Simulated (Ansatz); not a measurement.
Thermal properties of Mo (bcc (W type), Im-3m) at 300 K from the quasi-harmonic free energy in Ansatz (plane waves, PAW), for several functionals and conditions. The first row is the reference, at zero pressure. The run noted for some of its cells that some bands missed the eigensolver's tolerance.

| run | q mesh / k mesh | V (Å³/atom) | α_L (10⁻⁶/K) | bulk modulus B_T (GPa) | γ | C_P (J/mol/K) |
|---|---|---|---|---|---|---|
| PBEsol | 7×7×7 / 21×21×21 | 15.41 | 5.3 | 273 | 1.69 | 23.8 |
| PBEsol, coarser phonon mesh (3×3×3) | 3×3×3 / 15×15×15 | 15.43 | 5.3 | 274 | 1.70 | 23.9 |
| LDA (phonon mesh 4×4×4) | 4×4×4 / 16×16×16 | 15.13 | 5.0 | 284 | 1.65 | 23.7 |
| PBEsol, pressure 30 GPa | 4×4×4 / 16×16×16 | 14.05 | (withheld) | (withheld) | 1.32 | 23.1 |

### Question
Fill in the missing entries.

### Answer

- PBEsol, pressure 30 GPa, α_L (10⁻⁶/K): 3.1
- PBEsol, pressure 30 GPa, bulk modulus B_T (GPa): 390

Whether this phase is the stable one at each condition was not tested. The runs of Mo (LDA), Mo (PBEsol) noted for some cells that some bands missed the eigensolver's tolerance; how far this moves their values was not measured.

The PAW data sets were generated under PBE and serve the other functionals too.

Ansatz is a quantum-chemistry and plane-wave program.
